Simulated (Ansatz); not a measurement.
ZnSnO3, pressure series

Start from ZnSnO$_{3}$ (space group R3c, No. 161; a = 5.2783 Å, c = 14.0099 Å (hexagonal axes)).

Cell and atoms are relaxed at each pressure.

Method: plane-wave PAW DFT at the PBEsol level (Ansatz, a program for electronic structure, 420 eV), without spin-orbit coupling.

```tsv
pressure (GPa)	volume per atom (Å³/atom)
-2	11.396
-1	11.331
0	11.268
7	10.872
15	?
30	9.916
50	9.298
75	8.655
100	8.143
```

### Question
Fit the third-order Birch–Murnaghan form P(V) = (3B₀/2)[(V₀/V)^(7/3) − (V₀/V)^(5/3)]·[1 + (3/4)(B₀′ − 4)((V₀/V)^(2/3) − 1)] (squares taken in P) to the rows shown and predict the withheld row.

### Answer
Least squares on the printed values gives V₀ = 11.267 Å³/atom, B₀ = 196 GPa, B₀′ = 3.0; this predicts 10.515 Å³/atom, and the run gives 10.493 Å³/atom, 0.022 lower.

Load acts through the strain it causes; cell and atoms are relaxed under it. No phonon test of stability was made. No other phases were tried under pressure.
